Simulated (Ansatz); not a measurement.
For W2Ge (model structure, started from the Fe2P type, P-62m, No. 189, 9 atoms in the cell), PBEsol in Ansatz (PAW) gives:

```
Property                     Value
-------------------  -------------
lattice constant a         7.254 Å
lattice parameter c        2.979 Å
formation enthalpy   0.196 eV/atom
```

Question: What does PBE-D3(BJ) (Ansatz, a quantum-chemistry and plane-wave program, plane waves, PAW) give for the same quantities?

Answer: 
- lattice constant a: 7.273 Å (rises by 0.3 %)
- lattice parameter c: 2.976 Å (falls by 0.1 %)
- formation enthalpy: 0.196 eV/atom (is nearly the same)

Changes are worked out from the printed values.

Unless a cell is named, each level is at its own relaxed cell (PBEsol 15.09, PBE-D3(BJ) 15.14 Å³/atom).

Levels without +SOC leave out spin–orbit coupling, which shifts energies and cells of such heavy elements.

Ansatz's density-functional and Hartree–Fock values are scalar-relativistic unless marked +SOC, with PAW data made under PBE.

A model structure was made by putting elements into a prototype or built by hand; it is no filed structure, need not be a known phase, and can be a saddle point held by its symmetry.
